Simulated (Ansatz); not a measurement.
# Pressure series in hypothetical Pm-3n SiC

Start from SiC (space group Pm-3n, No. 223; a = 5.357 Å; a hypothetical phase, not in the database extracts checked).

Cell and atoms are relaxed at each pressure.

Level of theory: Ansatz (a quantum-chemistry and plane-wave program) PBE, no spin-orbit coupling.

```csv
pressure (GPa),volume per atom (Å³/atom)
-2,12.971
-1,12.891
0,12.814
0.7,12.760
1.5,12.701
3,12.593
5,12.455
7.5,?
10,12.139
```

**Question.** Fit the third-order Birch–Murnaghan form P(V) = (3B₀/2)[(V₀/V)^(7/3) − (V₀/V)^(5/3)]·[1 + (3/4)(B₀′ − 4)((V₀/V)^(2/3) − 1)] (squares taken in P) to the rows shown and predict the withheld row.

**Answer.** Least squares on the printed values gives V₀ = 12.813 Å³/atom, B₀ = 167 GPa, B₀′ = 3.7; this predicts 12.292 Å³/atom, and the run gives 12.292 Å³/atom, in agreement.

Load acts through the strain it causes; cell and atoms are relaxed under it. Stability against distortions was not tested. No other phases were tried under pressure.
